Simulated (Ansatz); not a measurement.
Start from HfN in the rock salt structure (space group Fm-3m, No. 225; a = 4.526 Å; relaxed with 0.1 eV smearing). Axes: x, y, z lie along the cube axes.

Calculations: r2SCAN/PAW in Ansatz (an electronic-structure program), scalar-relativistic without spin-orbit coupling.

Before the change:

| Quantity | Result |
|---|---|
| Pressure | 0.0 GPa |

It is then changed as follows: biaxial strain +2.00 %, plane normal [001], relaxed out of plane (Cartesian); in-plane vectors clamped, the third vector and the atoms free.

Q: What does the calculation give for the energy relative to the base, ratio −ε⊥/ε∥ and pressure after the change?

A: The energy grows by 18 meV/atom; the ratio −ε⊥/ε∥ is 0.38; the pressure (mean of the normal stresses, compression positive) goes from zero to -8.0 GPa.

Stability against distortions was not tested. The final runs are not spin-polarised. An odd electron count without spin: HfN.
